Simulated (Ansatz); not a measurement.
The starting structures come from a database of crystals and need not be the phases stable at ambient conditions.

 Where the default PAW files enter, the runs use the earlier of Ansatz's two default sets.

By PBEsol, the system below comes out a metal.

A figure of merit of an interconnect metal is its ballistic conductance per area.

Here is the system:

```xyz
1
Lattice="2.7010 0.0000 0.0000 -0.9003 2.5465 0.0000 0.9003 1.2732 2.2503" Properties=species:S:1:pos:R:3 pbc="T T T"
Al     0.0000     0.0000     0.0000
```

Space group of this cell: Fmmm. The cell is strained (lengths across the current scaled by 0.98, ions clamped); by PBEsol its mean pressure is 5.8 GPa.

The current flows along the normal of the first two printed cell vectors. No spin-orbit coupling; the value is a mean over 0.1 eV about the Fermi level.

Q: Give the ballistic conductance per area that PBEsol run with Ansatz (a first-principles code) yields.

A: 1.7 × 10¹⁵ S/m² for both spins.
